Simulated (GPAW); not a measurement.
GPAW is run on NbC (P6_3/mmc, 4 atoms in the cell), and the run fails. The aim is a self-consistent single point with DFT PBEsol, real-space grid, GPAW PAW datasets PBEsol (made by gpaw-setup).

Cell that was meant: a = 3.1362 Å, b = 3.1362 Å, c = 5.3662 Å, α = 90.00°, β = 90.00°, γ = 120.00°.

Part of the input:

```python
                    [0.000000, 0.000000, 5.366180]],
              positions=[[1.568087, 0.905333, 4.024635],
                         [-0.000002, 1.810670, 1.341545],
                         [0.000000, 0.000000, 0.000000]],
              pbc=True)

calc = GPAW(mode='fd',
```

Output, abridged:

```
Traceback (most recent call last):
   [... frames left out ...]
ValueError: Array "positions" has wrong length: 3 != 4.
```

Problem. From the messages shown, name the fault and mend the input.

Solution. The fault is an atom count that does not match the list of atoms (one position left out); here the program stops on it instead of giving results. To fix it, make the count match the list. The program stopped before any SCF iteration.

The sound input it was made from differs as follows (other fixes are possible):
```diff
-                         [0.000000, 0.000000, 0.000000]],
+                         [0.000000, 0.000000, 0.000000],
+                         [0.000000, 0.000000, 2.683090]],
```

With that input, the run converged in 21 iterations: free energy E − TS (from the program's reference atoms) -43.6153 eV; Fermi level (on the code's own zero) 12.42 eV (DFT PBEsol, real-space grid, GPAW PAW datasets PBEsol (made by gpaw-setup)).

On the sound input: the starting cell comes from a database of computed structures (which also holds hypothetical and non-ambient phases and stackings), without a prior relaxation at this level. Spin polarisation is off.
